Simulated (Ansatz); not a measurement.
Consider SnS₂ in the CdI2 type structure (space group P-3m1, No. 164; a = 3.6694 Å, c = 5.8062 Å; layered, stacked along the Cartesian z axis). Axes: x lies along a and z along c of the hexagonal cell.

The change: tensile biaxial strain of 1.78 % in the plane normal to [001], as in epitaxy on a mismatched substrate; the out-of-plane cell vector and the atoms relax.

Levels (all Ansatz, a quantum-chemistry and plane-wave program, PAW): PBE-D3(BJ) (420 eV, no SOC); HSE06+SOC (420 eV, with spin-orbit coupling).

The geometry is relaxed with PBE-D3(BJ).

PBE-D3(BJ) band gap: 1.05 eV
PBE-D3(BJ) valence-band top at Γ: 0.00, -0.82, -0.82 eV

With HSE06+SOC at the same geometry, the band gap increases by 0.85 eV, from 1.05 eV to 1.90 eV; the valence-band top at Γ (three highest Kramers pairs, from the VBM) goes from 0.00, -0.82, -0.82 eV to 0.00, -0.77, -0.83 eV.

Single points use the geometry relaxed with PBE-D3(BJ). HSE06 gaps are upper bounds (no full band path). The spin-orbit shifts are approximate. Stability against distortions was not tested.
